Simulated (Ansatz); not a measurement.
Base system: TiB₂ (space group P6/mmm, No. 191; a = 3.0174 Å, c = 3.1851 Å).

All numbers come from PBEsol (Ansatz, an electronic-structure program), without spin-orbit coupling.

Base values:

- Lattice parameter a: 5.702 bohr

Now apply this change: a negative pressure, −2 GPa.

### Question
Predict the new lattice parameter a.

### Answer
The lattice parameter a rises by 0.013 bohr to 5.715 bohr.

A case with no gap was solved on a k-mesh chosen for an insulator, which is coarse for it. Load acts through the strain it causes; cell and atoms are relaxed under it. No phonon test of stability was made. The final runs are not spin-polarised.
